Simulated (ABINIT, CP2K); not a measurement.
An ABINIT input for a self-consistent single point of KHF₂ (I4/mcm, 8 atoms in the cell) (DFT, LDA (PW92), plane waves, PAW (JTH v2.0 LDA PAW)):

```
# KHF2, JTH v2.0 LDA PAW
pp_dirpath "./"
pseudos "K.LDA_PW-JTH.xml, H.LDA_PW-JTH.xml, F.LDA_PW-JTH.xml"
acell 3*1.0 Angstrom
rprim
        -2.7434660000    2.7434660000    3.2857780000
         2.7434660000   -2.7434660000    3.2857780000
         2.7434660000    2.7434660000   -3.2857780000
natom 8
ntypat 3
znucl 19 1 9
typat 1 1 2 2 3 3 3 3
xred
         0.7500000000    0.7500000000    0.0000000000
         0.2500000000    0.2500000000    0.0000000000
         0.5000000000    0.0000000000    0.5000000000
         0.0000000000    0.5000000000    0.5000000000
         0.3559400000    0.8559400000    0.2118800000
         0.6440600000    0.1440600000    0.7881200000
         0.8559400000    0.6440600000    0.5000000000
         0.1440600000    0.3559400000    0.5000000000
ecut 60 Ry
pawecutdg 120 Ry
pawovlp -1
ixc 7
occopt 3
tsmear 0.05 eV
nband 31
kptopt 1
ngkpt 7 7 7
nshiftk 1
shiftk 0 0 0
nstep 80
tolvrs 1.0e-10
prtwf 0
prtden 0
enunit 1
```

Problem. Write the same calculation as an input for CP2K.

Solution. This is the input that was run; spellings and numerical settings could be chosen otherwise.

```
&GLOBAL
  PROJECT calc
  RUN_TYPE ENERGY_FORCE
  PRINT_LEVEL LOW
&END GLOBAL
&FORCE_EVAL
  METHOD Quickstep
  STRESS_TENSOR ANALYTICAL
  &DFT
    BASIS_SET_FILE_NAME BASIS_MOLOPT
    POTENTIAL_FILE_NAME GTH_POTENTIALS
    &QS
      METHOD GPW
      EPS_DEFAULT 1E-10
    &END QS
    &MGRID
      CUTOFF 550
      REL_CUTOFF 50
      NGRIDS 5
    &END MGRID
    &SCF
      SCF_GUESS ATOMIC
      EPS_SCF 1E-6
      MAX_SCF 100
      ADDED_MOS 9
      &DIAGONALIZATION
        ALGORITHM STANDARD
      &END DIAGONALIZATION
      &MIXING
        METHOD BROYDEN_MIXING
        ALPHA 0.4
        NBUFFER 12
      &END MIXING
      &SMEAR ON
        METHOD FERMI_DIRAC
        ELECTRONIC_TEMPERATURE [K] 580.23
      &END SMEAR
    &END SCF
    &KPOINTS
      SCHEME MONKHORST-PACK 7 7 7
    &END KPOINTS
    &XC
      &XC_FUNCTIONAL PADE
      &END XC_FUNCTIONAL
    &END XC
    &PRINT
      &MO
        EIGENVALUES T
        OCCUPATION_NUMBERS T
        NDIGITS 8
        FILENAME mo
        &EACH
          QS_SCF 0
        &END EACH
        ADD_LAST NUMERIC
      &END MO
      &MULLIKEN OFF
      &END MULLIKEN
    &END PRINT
  &END DFT
  &SUBSYS
    &CELL
      ABC 5.08424500 5.08424504 5.08424560
      ALPHA_BETA_GAMMA 114.68697764 114.68697843 99.47858299
      PERIODIC XYZ
    &END CELL
    &COORD
      SCALED
      K        0.75000000     0.75000000     0.00000000
      K        0.25000000     0.25000000     0.00000000
      H        0.50000000     0.00000000     0.50000000
      H        0.00000000     0.50000000     0.50000000
      F        0.35594000     0.85594000     0.21188000
      F        0.64406000     0.14406000     0.78812000
      F        0.85594000     0.64406000     0.50000000
      F        0.14406000     0.35594000     0.50000000
    &END COORD
    &KIND K
      BASIS_SET DZVP-MOLOPT-SR-GTH-q9
      POTENTIAL GTH-PADE-q9
    &END KIND
    &KIND H
      BASIS_SET DZVP-MOLOPT-SR-GTH-q1
      POTENTIAL GTH-PADE-q1
    &END KIND
    &KIND F
      BASIS_SET DZVP-MOLOPT-SR-GTH-q7
      POTENTIAL GTH-PADE-q7
    &END KIND
  &END SUBSYS
  &PRINT
    &FORCES ON
    &END FORCES
    &STRESS_TENSOR ON
    &END STRESS_TENSOR
  &END PRINT
&END FORCE_EVAL
```

Basis settings and potentials, where a program has them, do not carry over. This input uses DFT LDA (Pade form), GPW, DZVP-MOLOPT-SR-GTH basis, GTH-PADE potentials (GTH_POTENTIALS). LDA parametrisations can differ slightly between programs.

The starting cell comes from a database of computed structures (which also holds hypothetical and non-ambient phases and stackings), without a prior relaxation at this level. For this run, on top of that: lattice scaled by 0.98.
